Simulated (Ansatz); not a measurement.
Functionals compared on a constructed model of the (110) surface of bcc W, a pseudomorphic layer of Si in the host's stacking (bottom of the slab: a bare face, its two planes held), in Ansatz (plane waves, PAW). The structure was relaxed with PBE; the other rows are single points on it. Cutoff 420 eV (500 eV for r2SCAN).

Set-up: 7 atoms, 13.6 Å thick at the start with caps and adatoms (thin: gaps and levels are the slab's own); mesh 14x14x1; 0.1 eV smearing; dipole correction on; 2 atoms held, the rest relaxed; start symmetry kept, larger cells not searched; no spin, no spin-orbit, no U. It is one candidate, not shown to be the stable structure of the face. These notes are the PBE run's.

```csv
functional,work function of the top face (eV),rough cost of the single point
PBE,5.25,–
RPBE,5.19,around 26 core-seconds (rough)
r2SCAN,5.40,roughly 60 core-seconds
```

Ansatz is an electronic-structure program.
